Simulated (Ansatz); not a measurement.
## W2C: pressure series

The reference is W₂C (space group P-31m, No. 162; a = 5.2006 Å, c = 4.7375 Å; a cell from a computed database, its experimental status unchecked).

Cell and atoms are relaxed at each pressure.

Computed with Ansatz (a quantum-chemistry and plane-wave program), PBEsol, PAW, cutoff 420 eV, no SOC.

```json
[
 {"case": "base", "c/a ratio": "0.911", "shortest interatomic distance": "3.946 bohr"},
 {"case": "pressure −2 GPa", "c/a ratio": "0.911", "shortest interatomic distance": "3.953 bohr"},
 {"case": "pressure −1 GPa", "c/a ratio": "0.911", "shortest interatomic distance": "3.949 bohr"},
 {"case": "pressure 0.3 GPa", "c/a ratio": "0.911", "shortest interatomic distance": "3.945 bohr"},
 {"case": "pressure 0.7 GPa", "c/a ratio": "0.911", "shortest interatomic distance": "3.943 bohr"},
 {"case": "pressure 1.5 GPa", "c/a ratio": "0.911", "shortest interatomic distance": "3.940 bohr"},
 {"case": "pressure 3 GPa", "c/a ratio": "0.911", "shortest interatomic distance": "3.935 bohr"},
 {"case": "pressure 5 GPa", "c/a ratio": "0.912", "shortest interatomic distance": "3.928 bohr"},
 {"case": "pressure 7.5 GPa", "c/a ratio": "0.912", "shortest interatomic distance": "3.919 bohr"},
 {"case": "pressure 10 GPa", "c/a ratio": "0.912", "shortest interatomic distance": "3.911 bohr"}
]
```

Load acts through the strain it causes; cell and atoms are relaxed under it. No phonon test of stability was made. No other phases were tried under pressure. All final runs are without spin polarisation.
